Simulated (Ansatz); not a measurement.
Take ZnSe in the zinc blende structure (space group F-43m, No. 216) as the base.

```
ZnSe
1.0
    0.00000     2.83278     2.83278
    2.83278     0.00000     2.83278
    2.83278     2.83278     0.00000
Zn Se
1 1
Direct
  0.00000   0.00000   0.00000
  0.25000   0.25000   0.25000
```

Cartesian axes are those of the cell as printed.

Method: r2SCAN (Ansatz, an electronic-structure program, PAW, no SOC).

For the base:

| Property | Value |
|---|---|
| Valley order | Γ 1.87 eV; L along ⟨111⟩ 3.05 eV; X along ⟨100⟩ 3.34 eV |

Modification: tensor shear ε_xy = +1.71 % (engineering shear γ = 0.0342), atoms relaxed at fixed cell.

Problem. Estimate the effect on the energy relative to the base and valley order.

Solution. The energy grows by 3.4 meV/atom; the valley order (the lowest conduction-band minima on the path, energy above the VBM, named in the base's zone) becomes Γ 1.75 eV; L along [1-1-1] 2.81 eV; L along [111] 3.08 eV; X along [001] 3.11 eV (base: Γ 1.87 eV; L along ⟨111⟩ 3.05 eV; X along ⟨100⟩ 3.34 eV).

The levels and masses belong to the bands next to the band gap. The cells carry an imposed strain or load. Stability against distortions was not tested.
